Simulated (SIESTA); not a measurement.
Convergence study of the cutoff of the real-space grid for In (I4/mmm, 1 atom in the cell)

```
In
1.0
   -1.62987     1.62987     2.48243
    1.62987    -1.62987     2.48243
    1.62987     1.62987    -2.48243
In
1
Direct
  0.00000   0.00000   0.00000
```

Method of the run: SIESTA 5.4.2 with GGA PBE, numerical atomic orbitals DZP, PseudoDojo PBE standard norm-conserving potentials (rewritten from UPF to PSML).

Base settings: XC.functional = GGA; XC.authors = PBE; potentials = PseudoDojo PBE standard; PAO.BasisSize = DZP; PAO.EnergyShift = 0.005 Ry; MeshCutoff = 300 Ry; kgrid.MonkhorstPack = 5 5 5; OccupationFunction = FD; ElectronicTemperature = 0.1 eV; MaxSCFIterations = 150.

The mesh stays at the base's, so the ladder's end is converged at best in this setting alone.

Only quantities that move along the ladder and can be compared are tabulated.

The starting cell has typed, rounded lattice constants, without a prior relaxation at this level. Its lattice was rescaled by up to half a per cent. Values carry the incompleteness of an atom-centred basis. Without a gap this mesh is coarse (it stands for a supercell whose shortest vector is 16 Å).

Steps (MeshCutoff): 120 Ry (130 Ry used); 150 Ry (158 Ry used); 165 Ry (208 Ry used); 240 Ry (260 Ry used); 270 Ry (350 Ry used); 330 Ry (335 Ry used); 360 Ry (416 Ry used); 405 Ry (462 Ry used); 525 Ry (633 Ry used); 720 Ry (881 Ry used).

Question: What is the coarsest MeshCutoff that holds the pressure within 0.5 GPa of the last step, with all finer ones?

Answer: 165 Ry (208 Ry used); the step before is off by 0.67 GPa.

Question: What is the coarsest MeshCutoff that holds the free energy within 2 meV/atom of the last step, with all finer ones?

Answer: 525 Ry (633 Ry used); the step before is off by 2.2 meV/atom.

```tsv
MeshCutoff	free energy less the last step's (meV/atom)	pressure (GPa)
120 Ry (130 Ry used)	-87.87	3.86
150 Ry (158 Ry used)	-60.11	3.53
165 Ry (208 Ry used)	-28.62	3.19
240 Ry (260 Ry used)	-12.90	3.00
270 Ry (350 Ry used)	-5.32	2.92
330 Ry (335 Ry used)	-6.77	2.94
360 Ry (416 Ry used)	-2.98	2.89
405 Ry (462 Ry used)	-2.21	2.88
525 Ry (633 Ry used)	-0.77	2.87
720 Ry (881 Ry used)	0.00	2.85
```

Left out of this page: 2 runs of the series outside the window shown, repeating another row's setting, or not comparable.
